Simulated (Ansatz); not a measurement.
Start from a 24-atom supercell of MgO in the rock salt structure (space group Fm-3m, No. 225; a = 4.215 Å) at its relaxed geometry.

Calculations: Ansatz (a program for electronic structure) PBEsol, without spin-orbit coupling, earlier PAW set.

Before the change:

* **Pressure**: 0.0 GPa
* **Gap of the supercell**: 4.62 eV

It is then changed as follows: a neutral O on a Mg site (antisite), atoms relaxed at fixed cell, starting from a slightly rattled geometry.

Q: How does this affect the pressure?

A: The pressure goes from zero to 3.1 GPa.

Q: How does this affect the gap of the supercell?

A: The gap of the supercell falls by 4.09 eV to 0.53 eV.

Q: Predict the new total moment of the cell.

A: The total moment of the cell amounts to 2.0 μB.

Other magnetic orders, which the real material may have, were not ruled out. The cell is small, so the values are those of an ordered compound at a high defect concentration; dilute-limit values will differ. A gap here joins edges of opposite spin (a spin-flip gap). The defect cell is spin-polarised and ends with 2.0 μB.
